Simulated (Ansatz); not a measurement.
Density of states of Ag (Fm-3m, 1 atom in the cell).

```yaml
crystal:
  lattice:
    - [0.00000, 2.05218, 2.05218]
    - [2.05218, 0.00000, 2.05218]
    - [2.05218, 2.05218, 0.00000]
  atoms:
    - { symbol: Ag, position: [0.00000, 0.00000, 0.00000] }
```

Method of the run: PBE (plane waves, PAW; Ansatz, a quantum-chemistry and plane-wave program).

SCF settings: basis.ecutwfc = 420 eV; kpoints.mp_grid.grid = 14 14 14; hamiltonian.xc = pbe; hamiltonian.pseudopotentials = {kind: paw} (the program's default PAW files); scf.occupations.method = gaussian; scf.occupations.width = 0.05 eV. Keys of the DOS step: output.dos.nscf_kmesh.grid = 14 14 14.

The starting cell comes from a database of computed structures (which also holds hypothetical and non-ambient phases and stackings), without a prior relaxation at this level.

Total DOS (both spins), as means of the tabulated values in each energy bin; the zero is the program's Fermi level or highest filled level, and the curve is cut to this window:

```
E (eV) | states/eV/cell
    -7.80 |  0.00
    -7.40 |  0.04
    -7.00 | # 0.08
    -6.60 | # 0.14
    -6.20 | ####### 0.93
    -5.80 | ########################## 3.25
    -5.40 | #################### 2.43
    -5.00 | ##################### 2.58
    -4.60 | ############################## 3.73
    -4.20 | ###################### 2.77
    -3.80 | ########################## 3.19
    -3.40 | ###################### 2.75
    -3.00 | ############################ 3.52
    -2.60 | ##### 0.58
    -2.20 | ## 0.22
    -1.80 | ## 0.23
    -1.40 | ## 0.22
    -1.00 | ## 0.24
    -0.60 | ## 0.25
    -0.20 | ## 0.27
     0.20 | ## 0.27
     0.60 | ## 0.27
     1.00 | ## 0.27
```

Around zero the curve holds about 0.3 states/eV/cell.

Keys are those of Ansatz 0.2.
